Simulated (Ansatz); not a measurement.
Abridged Ansatz (an electronic-structure program) output:

```
Relaxation: its limit of steps is 50 (relax.max_steps)
Pseudopotential: K, paw, valence charge 9
Pseudopotential: F, paw, valence charge 7
Crystal: 2 atoms, lattice volume = 38.109 Å³
Basis set: ecut = 420 eV, 733 PW (Γ), exchange–correlation on 54×54×54 points (8 copies of the dense FFT grid, shifted against one another)
Bands: 12, of which v1, the nominal top of the filled ones, is band 8 counted from 1 (7 counted from 0)
Symmetry: 16 space group operations
k-points: 126 of 1331
Functional: x = pbesol(κ = 0.804, μ = 0.12345679012345678), c = pbesol(β = 0.046)
SCF iter   1: F=—  HF=-2319.110406 eV  |F-HF|=—  |Δ(HF+E_count)|=         —  Δρ=9.73e-3  dr2=2.37e-2  ethr=1.77e-3  ⟨swp⟩=5.9  Hψ=9723  notcnv=0
SCF iter   2: F=—  HF=-2319.104423 eV  |F-HF|=—  |Δ(HF+E_count)|=   5.98e-3  Δρ=5.22e-3  dr2=6.19e-3  ethr=1.48e-4  ⟨swp⟩=2.0  Hψ=3898  notcnv=0
SCF 1 converged in 7 iterations: F = -2319.102708 eV  dr2 = 2.51e-11
relax step   1: F+E_penalty+E_count = -2319.10270813 eV  Δ(F+E_penalty+E_count) = +0.000e0 eV  max|allowed force component| = 5.206e-29 eV/Å  Δτ_max = 0.0000 Å  (7 SCF iters, accepted)
SCF converged after 7 iterations
Free energy (F): -2319.102708 eV
Internal energy: -2319.102708 eV  (E = F + TS)
E sigma→0 (E₀):  -2319.102708 eV
Fermi energy:    4.519321 eV
--- Forces (eV/Å), atoms counted from 1 ---
  atom   1  K     -0.00000000     0.00000000     0.00000000
  atom   2  F      0.00000000    -0.00000000     0.00000000
--- Stress (GPa, compression-positive) ---
       -0.290933       0.000000       0.000000
        0.000000      -0.290933       0.000000
        0.000000       0.000000      -1.214703
  P = ⅓ Tr σ = -0.5989 GPa (-5.989 kbar)
--- Relaxed structure (1 steps of the walk, 1 accepted, 0 SCFs on fresh bases) ---
  atoms:
    - { symbol: K, position: [0.0, 0.0, 0.0] }
    - { symbol: F, position: [0.49999999999999994, 0.49999999999999994, 0.5] }
```

What was computed, and what are the main results?

KF, 2 atoms in the cell, with Kohn–Sham DFT with the PBEsol functional, run in Ansatz with PAW and 420 eV plane waves, no SOC. The last SCF converged to F = -2319.102708 eV, or -1159.5514 eV per atom, at a pressure of -0.60 GPa. The total energy compares only with runs of the same code, potentials and settings.

The cells carry an imposed strain or load. Whether these cells are dynamically stable was not tested. The cell was made from KF in the rock salt structure (space group Fm-3m, No. 225) by this change: uniaxial strain ε_zz = +2.00 %.

Keys are those of Ansatz 0.2.
